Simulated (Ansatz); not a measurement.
Ansatz (a first-principles code) run on TiC (Fm-3m, 2 atoms in the cell): self-consistent single point.

Method of the run: PBE, PAW files (plane waves; Ansatz).

The change in words: lattice scaled by 0.98. Reference geometry:
```xyz
2
Lattice="0.0000 2.1780 2.1780 2.1780 0.0000 2.1780 2.1780 2.1780 0.0000" Properties=species:S:1:pos:R:3 pbc="T T T"
Ti     0.0000     0.0000     0.0000
C      2.1780     2.1780     2.1780
```

Reference input (self-consistent single point, DFT, PBE, plane waves, PAW files): kpoints.mp_grid.grid = 13 13 13; hamiltonian.xc = pbe; hamiltonian.pseudopotentials = {kind: paw} (an earlier, softer set of the program's PAW files); scf.occupations.method = gaussian; scf.occupations.width = 0.0147 Ry. This run's input differs from it in these lines:

```diff
@@ -3,5 +3,5 @@
   lattice:
-    - [0.000000, 2.177990, 2.177990]
-    - [2.177990, 0.000000, 2.177990]
-    - [2.177990, 2.177990, 0.000000]
+    - [0.000000, 2.134430, 2.134430]
+    - [2.134430, 0.000000, 2.134430]
+    - [2.134430, 2.134430, 0.000000]
   atoms:
```

The program printed (abridged):

```
SCF iter   1: F=—  HF=-2753.334764 eV  |F-HF|=—  |Δ(HF+E_count)|=         —  Δρ=1.47e-1  dr2=5.42e0  ethr=3.10e-3  ⟨swp⟩=4.2  Hψ=4752  notcnv=0
all-band conjugate gradients solve this SCF's bands
preconditioner: auto → none
SCF iter   2: F=—  HF=-2752.783274 eV  |F-HF|=—  |Δ(HF+E_count)|=   5.51e-1  Δρ=1.03e-1  dr2=2.71e0  ethr=3.10e-3  ⟨swp⟩=2.0  Hψ=1997  notcnv=0
SCF iter   3: F=—  HF=-2752.249272 eV  |F-HF|=—  |Δ(HF+E_count)|=   5.34e-1  Δρ=1.01e-2  dr2=1.17e-2  ethr=3.10e-3  ⟨swp⟩=2.7  Hψ=2053  notcnv=0
SCF iter   4: F=—  HF=-2752.244552 eV  |F-HF|=—  |Δ(HF+E_count)|=   4.72e-3  Δρ=1.53e-3  dr2=1.05e-4  ethr=7.33e-5  ⟨swp⟩=2.2  Hψ=2347  notcnv=0
SCF iter   5: F=—  HF=-2752.244982 eV  |F-HF|=—  |Δ(HF+E_count)|=   4.30e-4  Δρ=3.62e-4  dr2=1.51e-5  ethr=6.57e-7  ⟨swp⟩=2.0  Hψ=1347  notcnv=0
SCF iter   6: F=—  HF=-2752.244985 eV  |F-HF|=—  |Δ(HF+E_count)|=   3.09e-6  Δρ=2.30e-5  dr2=7.22e-8  ethr=6.25e-10  ⟨swp⟩=3.4  Hψ=4783  notcnv=0
SCF iter   7: F=-2752.244985 eV  HF=-2752.244985 eV  |F-HF|=4.17e-10  |Δ(HF+E_count)|=   2.51e-9  Δρ=1.78e-6  dr2=5.85e-10  ethr=4.51e-10  ⟨swp⟩=2.0  Hψ=3369  notcnv=0
SCF 1 converged in 7 iterations: F = -2752.244985 eV  dr2 = 5.85e-10
Free energy (F): -2752.244985 eV
Internal energy: -2752.239448 eV  (E = F + TS)
E sigma→0 (E₀):  -2752.242217 eV
Entropy (-TS):   -0.005537 eV (-2.768 meV/atom)
Fermi energy:    15.388132 eV
--- Forces (eV/Å), atoms counted from 1 ---
  atom   1  Ti    -0.00000000    -0.00000000    -0.00000000
  atom   2  C      0.00000000    -0.00000000     0.00000000
--- Stress (GPa, compression-positive) ---
       12.176324      -0.000000      -0.000000
       -0.000000      12.176324      -0.000000
        0.000000      -0.000000      12.176324
  P = ⅓ Tr σ = 12.1763 GPa (121.763 kbar)
  The stress holds the Pulay correction. Without it, at fixed plane waves, as pw.x and ABINIT print it: P = 11.9311 GPa
```

The run converged in 7 iterations. Against the reference run the free energy goes up by 14.1 meV/atom and the pressure goes from -3.90 to 12.18 GPa.

The starting cell has typed, rounded lattice constants, without a prior relaxation at this level. Its lattice was rescaled by a random factor within 2.5 % of one. For this run, on top of that: lattice scaled by 0.98. Spin polarisation is off. With a pressure of about 12 GPa the cell is away from its equilibrium volume at this level. Ansatz's pressure includes its estimate of the finite-basis (Pulay) stress.

Keys are those of Ansatz 0.2.
